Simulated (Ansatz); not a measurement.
The structure below was relaxed with r2SCAN (Ansatz, a program for electronic structure; PAW; 500 eV plane waves; without spin-orbit coupling), earlier PAW set.

```xyz
6
Lattice="-1.4651 2.3045 6.1363 1.4651 -2.3045 6.1363 1.4651 2.3045 -6.1363" Properties=species:S:1:pos:R:3 pbc="T T T"
C      0.0000     0.0000     0.0000
Os     0.0000     0.0000     8.5256
Os     0.0000     0.0000     3.7470
Ti     0.0000     2.3045     0.0000
Ti     1.4651     0.0000     1.4441
Ti     0.0000     2.3045     4.6922
```

Find the space group and the Wyckoff positions.

Space group Immm (No. 71); a = 2.9302 Å, b = 4.6090 Å, c = 12.2726 Å, α = 90.00°, β = 90.00°, γ = 90.00°

```json
[
 {"atom": "C", "site": "2a", "symmetry": "mmm", "x": "0.0000", "y": "0.0000", "z": "0.0000"},
 {"atom": "Os", "site": "4i", "symmetry": "mm2", "x": "0.0000", "y": "0.0000", "z": "0.3053"},
 {"atom": "Ti", "site": "2d", "symmetry": "mmm", "x": "0.0000", "y": "0.5000", "z": "0.0000"},
 {"atom": "Ti", "site": "4j", "symmetry": "mm2", "x": "0.5000", "y": "0.0000", "z": "0.1177"}
]
```

Describe the coordination.

The crystal has 12 atoms in its conventional cell. Conventional cell: a = 2.9302 Å, b = 4.6090 Å, c = 12.2726 Å, α = 90.00°, β = 90.00°, γ = 90.00°. C is coordinated by 4 Ti at 2.057 Å and 2 Ti at 2.304 Å (octahedral). Os is surrounded by 2 Ti at 2.491 Å and 4 Ti at 2.729–2.803 Å and 6 Os at 2.930–3.050 Å. Ti1 sees 2 C at 2.304 Å and 4 Os at 2.803 Å and 2 Ti at 2.930 Å and 8 Ti at 3.089 Å. Ti2 is coordinated by 2 C at 2.057 Å and 2 Os at 2.491 Å and 2 Os at 2.729 Å and 3 Ti at 2.888–2.930 Å and 4 Ti at 3.089 Å. (Neighbours: up to the widest gap in distance over summed covalent radii, below 1.35, at either atom; cation-cation and far metal-metal contacts left out.)

Each cell is one ordered arrangement of few atoms, which overstates ordering effects compared with a random alloy. No phonon test of stability was made. All final runs are without spin polarisation. The cell was made from TiC by this change: x(Os) = 0.667, 6 atoms, Immm. Under x(Os) = 0.667, 6 atoms, Immm the cell changed shape so far that it is another structure.
